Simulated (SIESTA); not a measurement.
Band structure of GaAg (Pm-3m, 2 atoms in the cell).

```yaml
crystal:
  lattice:
    - [3.31723, 0.00000, 0.00000]
    - [0.00000, 3.31723, 0.00000]
    - [0.00000, 0.00000, 3.31723]
  atoms:
    - { symbol: Ga, position: [0.50000, 0.50000, 0.50000] }
    - { symbol: Ag, position: [0.00000, 0.00000, 0.00000] }
```

Computed with SIESTA with GGA PBEsol, numerical atomic orbitals DZP, PseudoDojo PBEsol standard norm-conserving potentials (rewritten from UPF to PSML).

Settings: XC.functional = GGA; XC.authors = PBEsol; potentials = PseudoDojo PBEsol standard; PAO.BasisSize = DZP; PAO.EnergyShift = 0.01 Ry; MeshCutoff = 350 Ry; kgrid.MonkhorstPack = 13 13 13; OccupationFunction = MP; OccupationMPOrder = 0; ElectronicTemperature = 0.272 eV; MaxSCFIterations = 150; SCF.Mixer.Method = Pulay; SCF.Mixer.Weight = 0.1; SCF.Mixer.History = 8.

The starting cell comes from a database of computed structures (which also holds hypothetical and non-ambient phases and stackings), without a prior relaxation at this level. Values carry the incompleteness of an atom-centred basis.

Levels in eV from the Fermi level, bands 13 to 18:
```csv
point,13,14,15,16,17,18
Γ,-4.40,-4.40,-4.40,3.39,3.39,3.39
X,-4.96,-4.96,-4.40,-3.10,7.00,7.00
M,-4.70,-3.99,-2.51,-2.51,-1.38,0.87
R,-3.98,-3.98,-2.21,2.60,2.60,2.60
```

Bands cross the Fermi level along this path, so the cell is metallic at this level.

Higher empty bands are left out: an atom-centred basis made for the valence describes them poorly.
